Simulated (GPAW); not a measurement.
**Short convergence ladders for the (110) slab of FeAl (cut from a parent of space group no. 221; 6 atoms in the cell)**

```
CELL_PARAMETERS angstrom
      2.91873     0.00000     0.00000
      0.00000     4.12771     0.00000
      0.00000     0.00000    18.12769
ATOMIC_POSITIONS crystal
  Al 0.50000 0.25000 0.38615
  Fe 0.00000 0.75000 0.38615
  Al 0.50000 0.75000 0.50000
  Fe 0.00000 0.25000 0.50000
  Al 0.50000 0.25000 0.61385
  Fe 0.00000 0.75000 0.61385
```

Base method: LDA (Perdew-Wang 92), GPAW PAW datasets LDA (gpaw-data 1.0.1) (plane waves; GPAW 25.7.0).

Base settings: mode = pw; ecut = 850 eV; xc = LDA; kpts = 5 4 1; mesh shift (steps) = 0 0 0; occupations.name = fermi-dirac; occupations.width = 0.1 eV; nbands = -12; convergence.density = 1e-05 e/electron; symmetry.symmorphic = false.

The count of work is k-points × plane waves × bands × iterations; it is no time. Core times come from one kind of shared machine, to one figure; runs under 30 s give none.

**The vacuum**

The mesh stays at the base's, so the ladder's end is converged at best in this setting alone.

Only quantities that move along the ladder and can be compared are tabulated.

| vacuum between outermost atoms (Å) | free energy less the last step's (meV/atom) | largest difference of a force vector from the last step's (eV/Å) | count of work / last | core time / last (rough) |
|---|---|---|---|---|
| 3.0 | -201.14 | 1.338 | 0.15 | 0.1 |
| 5.0 | -11.54 | 0.058 | 0.20 | 0.1 |
| 7.0 | 0.00 | 0.000 | 0.25 | 0.2 |
| 10.0 | 0.04 | 0.000 | 0.30 | 0.3 |
| 14.0 | 0.01 | 0.001 | 0.40 | 0.4 |
| 30.0 | 0.00 | 0.000 | 1.0 | 1 |

Smallest vacuum between outermost atoms (Å) that holds the forces within 0.01 eV/Å of the last step, with all finer ones: 7.0, at 0.25 of the last step's count of work and about 0.2 of the last step's time; the step before is off by 0.058 eV/Å.

Smallest vacuum between outermost atoms (Å) that holds the free energy within 0.5 meV/atom of the last step, with all finer ones: 7.0, at 0.25 of the last step's count of work and about 0.2 of the last step's time; the step before is off by 12 meV/atom.

**The k-point mesh**

Only quantities that move along the ladder and can be compared are tabulated.

```tsv
kpts	free energy less the last step's (meV/atom)	largest difference of a force vector from the last step's (eV/Å)	count of work / last	core time / last (rough)
2 2 1	116.69	0.157	0.16	0.2
3 3 1	15.10	0.228	0.13	0.2
5 3 1	16.20	0.049	0.18	0.2
5 4 1	3.54	0.030	0.28	0.4
10 7 1	0.00	0.000	1.0	1
```

Coarsest kpts that holds the forces within 0.02 eV/Å: not settled: the last two steps still differ by 0.030 eV/Å, over half the tolerance, so the ladder does not show it.

Coarsest kpts that holds the free energy within 5 meV/atom: not settled: the last two steps still differ by 3.5 meV/atom, over half the tolerance, so the ladder does not show it.

**The plane-wave cutoff**

The mesh stays at the base's, so the ladder's end is converged at best in this setting alone.

Only quantities that move along the ladder and can be compared are tabulated.

| ecut | free energy less the last step's (meV/atom) | count of work / last | core time / last (rough) |
|---|---|---|---|
| 425 eV | 51.15 | 0.18 | 0.2 |
| 595 eV | 17.38 | 0.28 | 0.3 |
| 850 eV | 2.39 | 0.48 | 0.7 |
| 1020 eV | 0.13 | 0.73 | 0.8 |
| 1275 eV | 0.00 | 1.0 | 1 |

Coarsest ecut that holds the free energy within 2 meV/atom of the last step, with all finer ones: 1020 eV; the step before is off by 2.4 meV/atom.

On the base run: the starting cell has typed, rounded lattice constants, without a prior relaxation at this level. The slab is cut from that crystal, and its faces are unrelaxed. Its lattice was rescaled by up to half a per cent. Spin polarisation is off. In the base run, forces exceed 1 eV/Å. Without a gap this mesh is coarse (it stands for a supercell whose shortest in-plane vector is 15 Å).
